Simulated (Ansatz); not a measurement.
# TiAl: uniaxial strain ε_yy = +4.86 %

Start from TiAl (space group P4/mmm, No. 123; a = 2.796 Å, c = 4.038 Å; relaxed with 0.1 eV smearing). Axes: x, y, z lie along a, b, c of the conventional cell.

One thing is altered: uniaxial strain ε_yy = +4.86 %, all other strain components held at zero, atoms relaxed at fixed cell.

All numbers come from Ansatz (a first-principles code), PBEsol, PAW, cutoff 420 eV, no spin-orbit coupling, earlier PAW set. Settings: 21×21×14 k-points, 0.1 eV Fermi–Dirac smearing.

| quantity | base | changed | shift |
|---|---|---|---|
| volume per atom | 15.78 Å³ | 16.55 Å³ | +0.77 Å³ |
| space group | P4/mmm (No. 123) | Pmmm (No. 47) | – |
| shortest interatomic distance | 2.796 Å | 2.796 Å | 0.000 Å |
| energy relative to the base (free energy F) | 0 meV/atom | +21 meV/atom | +21 meV/atom |
| pressure (mean of the normal stresses, compression positive) | 0.0 GPa | -5.1 GPa | -5.1 GPa |
| band gap | zero | zero | – |
| stress (xx, yy, zz, yz, xz, xy; compression positive) | – | (-2.8, -8.4, -4.0, 0.0, 0.0, 0.0) GPa | – |

Final structure:

```
CELL_PARAMETERS angstrom
      2.79606     0.00000     0.00000
      0.00000     2.93195     0.00000
      0.00000     0.00000     4.03776
ATOMIC_POSITIONS crystal
  Al 0.50000 0.50000 0.50000
  Ti 0.00000 0.00000 0.00000
```

No phonon test of stability was made. The final runs are not spin-polarised.
